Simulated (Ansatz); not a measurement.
The reference is CdSe in the zinc blende structure (space group F-43m, No. 216; a = 6.196 Å).

All numbers come from Ansatz (an electronic-structure program) PBE, scalar-relativistic without spin-orbit coupling, earlier PAW set.

One thing is altered: Zn takes the place of Cd on all its sites; the structure is relaxed again.

Measured band gap: CdSe 1.77 eV (0 K or low temperature; as listed in arXiv:1206.3780); ZnSe 2.87 eV (static lattice; corrected from measurement; as listed in Wei Chen et al., Physical Review Materials (2018)).

Measured lattice parameter a: CdSe 6.077 Å (room temperature; as listed in arXiv:1206.3780); ZnSe 5.6676 Å (room temperature; as listed in Martin Albrecht, Beate Paulus, Hermann Stoll, Phys. Rev. B (1997)).

### Question
How well does PBE reproduce the measured shift?

### Answer
With PBE the band gap moves by +0.66 eV (0.49 → 1.15) against +1.10 eV measured; the lattice parameter a moves by -0.464 Å (6.196 → 5.733) against -0.409 Å measured. The two measured values stand on different bases (one corrected, one not), which blurs small differences.

No phonon test of stability was made.
